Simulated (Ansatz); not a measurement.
# A series of runs on YSb (Fm-3m, 2 atoms in the cell)

```xyz
2
Lattice="0.0000 3.1058 3.1058 3.1058 0.0000 3.1058 3.1058 3.1058 0.0000" Properties=species:S:1:pos:R:3 pbc="T T T"
Y      3.1058     3.1058     3.1058
Sb     0.0000     0.0000     0.0000
```

Base run A: PBEsol, default PAW files made with PBE (Ansatz, a program for electronic structure), self-consistent single point.

Its settings: kpoints.mp_grid.grid = 6 6 6; hamiltonian.xc = pbesol; hamiltonian.pseudopotentials = {kind: paw} (the program's default PAW files); scf.occupations.method = fermi_dirac; scf.occupations.width = 0.136 eV.

The starting cell comes from a database of computed structures (which also holds hypothetical and non-ambient phases and stackings), without a prior relaxation at this level. Ansatz's pressure includes its estimate of the finite-basis (Pulay) stress.

A dash stands where there is no value to compare (another energy zero or no entropy term, no result, no spin, no clean gap, or a mesh too coarse for one). 

Run A gave: pressure (GPa) -2.75.

Runs:
- B: hamiltonian.dispersion: default → d3bj [PBEsol-D3BJ]
- C: hamiltonian.dispersion: default → d3bjatm [PBEsol-D3BJ-ATM]
- D: hamiltonian.dispersion: default → d4 [PBEsol-D4]

### Question
What does run C change against A?

### Answer
The pressure goes from -2.75 to -4.89 GPa.

### Question
What does run D change against A?

### Answer
The pressure goes from -2.75 to -3.90 GPa.

```json
[
 {"run": "A", "pressure (GPa)": "-2.75", "dispersion energy (eV/atom)": "–"},
 {"run": "B", "pressure (GPa)": "-5.13", "dispersion energy (eV/atom)": "-0.436"},
 {"run": "C", "pressure (GPa)": "-4.89", "dispersion energy (eV/atom)": "-0.413"},
 {"run": "D", "pressure (GPa)": "-3.90", "dispersion energy (eV/atom)": "-0.223"}
]
```

Keys are those of Ansatz 0.2.
